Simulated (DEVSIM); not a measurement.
Device: Ti/La2O3/p-InP capacitor, at 350 K.

Layer 1 from the left is La2O3, thickness (nm) 3.00. Layer 2 from the left is InP, thickness (nm) 3200, Na (cm⁻³) 3.8e16.

Metal gate on the left, work function 4.33 eV. Fixed charge at the semiconductor interface 1.2e12 cm⁻² (in units of +e); interface traps 1.1e12 cm⁻² eV⁻¹, uniform in energy, neutral level at 0.3 of the gap above the valence band.

The device is made up for the run: typed textbook-type constants, with dimensions and the other settings drawn at random. Values at 300 K; Nc and Nv go as T^1.5, mobilities as T to minus their exponent, the gap by Varshni's rule with the affinity fixed.

La2O3: gap (eV) 5.8, affinity (eV) 1.8, permittivity 27. InP: gap (eV) 1.344, affinity (eV) 4.38, permittivity 12.5, Nc (cm⁻³) 5.7e17, Nv (cm⁻³) 1.1e19, Varshni α (eV/K) 0.000363, Varshni β (K) 162.

DEVSIM, 1D Poisson equation in equilibrium, Boltzmann statistics, complete ionisation; no quantum confinement or tunnelling. Metal contacts follow the ideal Schottky-Mott rule: no Fermi-level pinning, no interface dipoles.

What does the simulation give for the flat-band voltage, the threshold voltage (band bending 2φF), the minimum of the low-frequency capacitance?

flat-band voltage -1.23 V; threshold voltage (band bending 2φF) -0.13 V; minimum of the low-frequency capacitance 0.232 μF/cm².
